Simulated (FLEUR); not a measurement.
Band structure of TiCo (Pm-3m, 2 atoms in the cell).

```xyz
2
Lattice="2.9231 0.0000 0.0000 0.0000 2.9231 0.0000 0.0000 0.0000 2.9231" Properties=species:S:1:pos:R:3 pbc="T T T"
Ti     0.0000     0.0000     0.0000
Co     1.4616     1.4616     1.4616
```
Moments meant for the start (each program seeds them in its own way; μB, in the order of the atoms Ti Co): 1.0 3.0.

Method of the run: PBE, all-electron FLAPW (FLEUR), scalar-relativistic valence.

Settings: Kmax = 3.5 1/bohr; GmaxXC = 12.2 1/bohr; xcFunctional = pbe; jspins = 2; l_soc = F; mode = hist; fermiSmearingEnergy = 0.00999582 Htr; mesh (inpgen div1-3) = 15 15 15; inpgen gamma flag = false; Gmax = 12.2 1/bohr; numbands = 0; maxIterBroyd = 15; imix = Anderson; alpha = 0.05.

The starting cell comes from a database of computed structures (which also holds hypothetical and non-ambient phases and stackings), without a prior relaxation at this level. Its lattice was rescaled by a random factor within 2.5 % of one. Values depend on the basis (sphere radii, cutoffs, local orbitals), which need not be converged.

Levels in eV from the Fermi level, bands 11 to 18 of the first spin channel:
```
point     11     12     13     14     15    16    17    18
-----  -----  -----  -----  -----  -----  ----  ----  ----
Γ      -1.84  -1.84  -1.84   0.66   0.66  2.93  2.93  2.93
X      -1.94  -1.94  -1.42  -0.84  -0.28  0.68  0.68  2.42
M      -2.81  -1.22  -0.56   0.74   0.74  1.24  2.75  2.75
R      -2.28  -2.28  -2.28  -1.21  -1.21  3.44  3.44  7.50
```
